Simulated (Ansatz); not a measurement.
**What biaxial strain +0.66 %, plane normal [001], relaxed out of plane does to BaTiO3**

Start from BaTiO3 (space group Amm2, No. 38; a = 3.964 Å, b = 5.716 Å, c = 5.748 Å). Axes: x, y, z lie along a, b, c of the conventional cell.

Perturbation: biaxial strain +0.66 %, plane normal [001], relaxed out of plane (Cartesian); in-plane vectors clamped, the third vector and the atoms free.

All numbers come from r2SCAN, PAW, 500 eV (Ansatz, an electronic-structure program; without spin-orbit coupling), earlier PAW set. Settings: 8×8×8 k-points, 0.05 eV Fermi–Dirac smearing.

The volume per atom grows by 0.133 Å³ to 13.16 Å³ and the space group stays Amm2 (No. 38). The shortest interatomic distance stays essentially unchanged (1.853 Å against 1.851 Å) and the energy goes up by 1.2 meV/atom. The pressure (mean of the normal stresses, compression positive) goes from zero to -1.48 GPa and the band gap remains 2.66 eV. The gap character amounts to indirect, T → Γ and the out-of-plane strain comes out as -0.30 %. The mean in-plane stress (compression positive) amounts to -2.2 GPa.

Final structure (turned so that z lies along the plane normal):

```
CELL_PARAMETERS angstrom
      3.99023     0.00000     0.00000
      0.00000     5.75363     0.00000
      0.00000     2.87682     2.86537
ATOMIC_POSITIONS crystal
  Ba 0.00000 0.99484 0.01032
  Ti 0.50000 0.47909 0.04182
  O  0.50000 0.50923 0.46646
  O  0.50000 0.02431 0.46646
  O  0.00000 0.51264 0.97473
```

Stability against distortions was not tested. The final runs are not spin-polarised. This is not the structure that BaTiO3 has at room temperature and ambient pressure.
